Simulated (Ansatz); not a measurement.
## Response to strain in Au

Consider Au in the fcc (Cu type) structure (space group Fm-3m, No. 225; a = 4.048 Å; relaxed with 0.1 eV smearing). Axes: x, y, z lie along the cube axes.

Strains are applied to the cell and any free atomic positions relax; under biaxial strain the out-of-plane vector relaxes too.

Method: LDA (Ansatz, a first-principles code, PAW, no spin-orbit coupling).

Notes on the quantities. energy relative to the base: free energy F.

| biaxial strain, plane normal [001], relaxed out of plane (%) | energy relative to the base (meV/atom) |
|---|---|
| -3 | 10.4 |
| -2.5 | 6.9 |
| -2 | 4.2 |
| -1.5 | ? |
| -1 | 1.0 |
| -0.5 | 0.2 |
| 0 | 0.0 |

Fit ΔE = Aε² + Bε³ (ε in %) to the rows shown and predict the withheld row.

Least squares on the printed values gives A = 0.853 and B = -0.10 meV/atom (largest residual 0.0 meV/atom); this predicts 2.3 meV/atom, and the run gives 2.3 meV/atom, in agreement.

Stability against distortions was not tested.
